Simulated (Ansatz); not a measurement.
Sc (Fm-3m, No. 225, 1 atom in the cell; start mp-36; another form than the element's usual one) was calculated with LDA in Ansatz (PAW).

Settings: plane-wave cutoff 520 eV, 20×20×20 k mesh, Fermi–Dirac smearing 0.05 eV, scalar-relativistic PAW data made under PBE.

Cell (relaxed at this level):

```cif
data_Sc4
_chemical_formula_sum 'Sc4'
_space_group_name_H-M_alt 'Fm-3m'
_space_group_IT_number 225
_space_group_name_Hall '-F 4 2 3'
_cell_length_a 4.47292
_cell_length_b 4.47292
_cell_length_c 4.47292
_cell_angle_alpha 90.000
_cell_angle_beta 90.000
_cell_angle_gamma 90.000
loop_
_atom_site_label
_atom_site_type_symbol
_atom_site_symmetry_multiplicity
_atom_site_Wyckoff_symbol
_atom_site_fract_x
_atom_site_fract_y
_atom_site_fract_z
_atom_site_occupancy
Sc1 Sc 4 a 0.00000 0.00000 0.00000 1
```
(The calculation used a cell of 1 atom; values per cell refer to that cell.)

Q: Predict the bulk modulus B0.

A: 
* **bulk modulus B0**: 58.3 GPa

The run finds no gap.

Note: the bulk modulus is −V dP/dV from two relaxed cells at ±2 % in volume; the relaxation could not lower the start's symmetry, so the cell can be a saddle point above a distorted one.

The computed numbers hold no vibrational or temperature effects.

The result took very roughly 28 core-seconds.

A start named mp-… is a Materials Project structure, which need not be a measured phase.

Ansatz is a first-principles code.
